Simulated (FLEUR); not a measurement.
Input and output of a self-consistent single point for Mo (Im-3m, 1 atom in the cell) (FLEUR).

Computed with LDA (Perdew-Zunger), all-electron FLAPW (FLEUR), scalar-relativistic valence run with FLEUR.

```
CELL_PARAMETERS angstrom
     -1.56713     1.56713     1.56713
      1.56713    -1.56713     1.56713
      1.56713     1.56713    -1.56713
ATOMIC_POSITIONS crystal
  Mo 0.00000 0.00000 0.00000
```

Reference input (self-consistent single point, DFT, LDA (Perdew-Zunger), all-electron FLAPW (FLEUR), scalar-relativistic valence): Kmax = 4.3 1/bohr; GmaxXC = 17.2 1/bohr; xcFunctional = pz; jspins = 1; l_soc = F; mode = hist; fermiSmearingEnergy = 0.00367493 Htr; mesh (inpgen div1-3) = 9 9 9; inpgen gamma flag = false; Gmax = 17.2 1/bohr; numbands = 0; maxIterBroyd = 40. This run's input differs from it in these lines:

```diff
@@ -14,3 +14,3 @@
 &exco xctyp='pz' /
-&kpt div1=9 div2=9 div3=9 /
+&kpt div1=16 div2=16 div3=16 gamma=t /
 &end /
@@ -34,3 +34,3 @@
    <cell>
-      <bzIntegration valenceElectrons="14.0" mode="hist" fermiSmearingEnergy="0.00367493">
+      <bzIntegration valenceElectrons="14.0" mode="hist" fermiSmearingEnergy="0.00183747">
          <kPointListSelection listName="default-1"/>
```

Output, abridged:

```
 Iteration:     1   Distance:      16.98065776 me/bohr^3
 Iteration:     2   Distance:      15.49703199 me/bohr^3
 Iteration:     3   Distance:       6.02559180 me/bohr^3
 Iteration:     4   Distance:       3.89699622 me/bohr^3
 Iteration:     5   Distance:       1.74455776 me/bohr^3
   [... 5 lines left out ...]
 Iteration:    11   Distance:       0.00056135 me/bohr^3
 Iteration:    12   Distance:       0.00001537 me/bohr^3
 Iteration:    13   Distance:       0.00002384 me/bohr^3
 Iteration:    14   Distance:       0.00000025 me/bohr^3
 Run finished successfully
 Stop message:
   Structural relaxation: Done

[file out, last iteration]
             iter=     15
[...]
          total density-effective poten   -6.5876605137E+03
          total charge density-energy d   -1.1970957076E+02
 Updated energy parameters for spin:           1
[...]
 fermi energy and band-weighting factors:

[...]
FERMIE:
          first approx. to ef    (T=0)  :   0.620234 htr   (energy of the highest occ. eigenvalue)
          number of occ. states  (T=0)  :       1015
          first approx. to seigv (T=0)  :  -4.184558 htr
          sum of weights of occ. states :   7.001465
          sum of semicore charge        :   0.000000 e
FERHIS:  Fermi-Energy by histogram:
          bandgap                     :   0.000103 htr
   [... lines left out ...]
          charge neutrality (T=0)     :   0.002930    (zero if the highest occ. eigenvalue is "entirely" occupied)
     EF_NEWTON:  Adjust Fermi-Energy by Newton-Method.
 Direct bandgap for spin            1 :    1.9302160340646246E-002  Htr
   [... lines left out ...]
 ---->    (input%tkb*entropy) TS=              0.0001475934 htr
 ---->    free energy=                     -4045.4346476431 htr
      extrapolation for T->0
 ---->    total electron energy=           -4045.4345738464 htr
 ***** TOTAL FORCES ON ATOMS *****
 TOTAL FORCE FOR ATOM TYPE=  1  X=  0.000   Y=  0.000   Z=  0.000
                       FX_TOT= 0.000000 FY_TOT= 0.000000 FZ_TOT= 0.000000
 Structural relaxation: Done
```

The run converged in 14 iterations. FLEUR gives forces in its relaxation mode, with a further iteration, so its stop message speaks of a relaxation. Against the reference run the free energy goes up by 19.2 meV/atom.

The starting cell has typed, rounded lattice constants, without a prior relaxation at this level. Its lattice was rescaled by up to half a per cent. Spin polarisation is off. Values depend on the basis (sphere radii, cutoffs, local orbitals), which need not be converged. The log's line on a gap gives a spacing of levels on this mesh, which the program prints for metals too.

Cost on one core of a shared machine: roughly 50 s.
